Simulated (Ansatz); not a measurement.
Reference: CaO (Fm-3m), PBE, rigid bands (plane waves, PAW, scalar-relativistic; Ansatz, an electronic-structure program); geometry: cell and atoms relaxed with PBEsol.

CaO has the cubic space group Fm-3m (No. 225), the rock salt structure, Pearson symbol cF8. Conventional cell: a = 4.767 Å, b = 4.767 Å, c = 4.767 Å, α = 90.00°, β = 90.00°, γ = 90.00°. Ca on 4a sees 6 O at 2.384 Å (octahedral). O on 4b has 6 Ca at 2.384 Å (octahedral). (Neighbours: up to the widest gap in distance over summed covalent radii, below 1.35, at either atom; cation-cation and far metal-metal contacts left out.)
(The calculation used a cell of 2 atoms; values per cell refer to that cell.)

- band gap: 3.65 eV
- electron conductivity mass: 0.57 mₑ
- hole conductivity mass: 1.37 mₑ
- Seebeck coefficient, n-type 1e19 cm⁻³: -334 μV/K

Question: Swap Ca for Mg, keeping the structure type. How do these values move?

Answer: MgO (Fm-3m): volume per atom 13.5 to 9.4 Å³; band gap rises (3.65 eV to 4.73 eV); electron conductivity mass falls (0.57 mₑ to 0.36 mₑ); hole conductivity mass rises (1.37 mₑ to 2.3 mₑ); Seebeck coefficient, n-type 1e19 cm⁻³ falls in size (-334 μV/K to -173 μV/K).

Question: Swap Ca for Sr, keeping the structure type. How do these values move?

Answer: SrO (Fm-3m): volume per atom 13.5 to 16.8 Å³; band gap falls (3.65 eV to 3.31 eV); electron conductivity mass falls (0.57 mₑ to 0.52 mₑ); hole conductivity mass stays about the same (1.37 mₑ to 1.36 mₑ); Seebeck coefficient, n-type 1e19 cm⁻³ stays about the same (-334 μV/K to -321 μV/K).

Moves up to 5 % count as about the same. Masses are for dilute carriers at 300 K, harmonic means over directions unless an axis is named. Seebeck coefficients are for the stated density at 300 K, with one relaxation time for all states and whether or not that doping can be reached. Spin-orbit coupling is left out.
